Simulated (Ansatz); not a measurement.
rock-salt MgO (1 1 0) on zinc-blende InAs (1 1 0) (film strained to the substrate, faces as cut)

A periodic stack without vacuum, rock-salt MgO (1 1 0) on zinc-blende InAs (1 1 0) (film strained to the substrate, faces as cut): substrate slab As6In6, film Mg16O16, surface cells [[0, -1], [1, -1]] and [[1, 0], [1, 2]], film strained by +2.8 and +2.8 %, faces AsIn/AsIn and MgO/MgO as cut (like faces can put a slab off its formula).

The start was prepared with a machine-learned potential, and the result is one local minimum, with the in-plane cell held and forces under 0.04 eV/Å; the film can end far from its bulk form.

The numbers are results of PBE (plane waves to 420 eV, PAW; Ansatz, a quantum-chemistry and plane-wave program), not measurements. Spin–orbit coupling is left out; the runs are not spin-polarised; PBE gaps are too small against experiment. Its k-point mesh 7×4×1, Fermi–Dirac width 0.05 eV.

- interface area = 27.1 Å²
- period = 25.64 Å
- gaps between the outermost planes at the two interfaces = 2.19 and 2.19 Å
- As–Mg contacts across the interfaces within 1.22 times the sum of covalent radii = 4, mean 2.77 Å
- In–Mg contacts across the interfaces within 1.22 times the sum of covalent radii = 4, mean 3.24 Å
- In–O contacts across the interfaces within 1.22 times the sum of covalent radii = 2, mean 2.23 Å

```
In3Mg8As3O8
1.0
    4.37366    -0.00022     0.05845
    4.37343     6.18529     0.11833
   -0.37867     1.28349    25.64769
As In Mg O
6 6 16 16
Direct
  0.85330   0.18347   0.04451
  0.84620   0.68617   0.12388
  0.86520   0.16607   0.21510
  0.88478   0.64599   0.29539
  0.91042   0.12047   0.38663
  0.95516   0.57815   0.46595
  0.10195   0.93009   0.13176
  0.12337   0.41339   0.04554
  0.13623   0.89453   0.30066
  0.11387   0.41726   0.20979
  0.22477   0.80855   0.46495
  0.16230   0.36827   0.37866
  0.48020   0.55464   0.60787
  0.96926   0.06558   0.60681
  0.71971   0.81458   0.55784
  0.20587   0.32870   0.55504
  0.00522   0.03061   0.72536
  0.50592   0.52992   0.72563
  0.24094   0.29440   0.66907
  0.74079   0.79461   0.66928
  0.53484   0.50179   0.84122
  0.03454   0.00195   0.84128
  0.77072   0.76551   0.78504
  0.27070   0.26552   0.78483
  0.05800   0.97929   0.95532
  0.57016   0.46681   0.95266
  0.30521   0.23163   0.90259
  0.79505   0.74183   0.90358
  0.20368   0.83047   0.55130
  0.71145   0.32288   0.55722
  0.97334   0.56146   0.61051
  0.47830   0.05646   0.60765
  0.74110   0.29424   0.66964
  0.24057   0.79475   0.66722
  0.50606   0.02975   0.72542
  0.00507   0.53073   0.72652
  0.27090   0.76532   0.78445
  0.77010   0.26614   0.78449
  0.03519   0.50139   0.84337
  0.53505   0.00151   0.84065
  0.79717   0.23969   0.90005
  0.30368   0.73317   0.90267
  0.56258   0.97461   0.95313
  0.05762   0.47935   0.95923
```
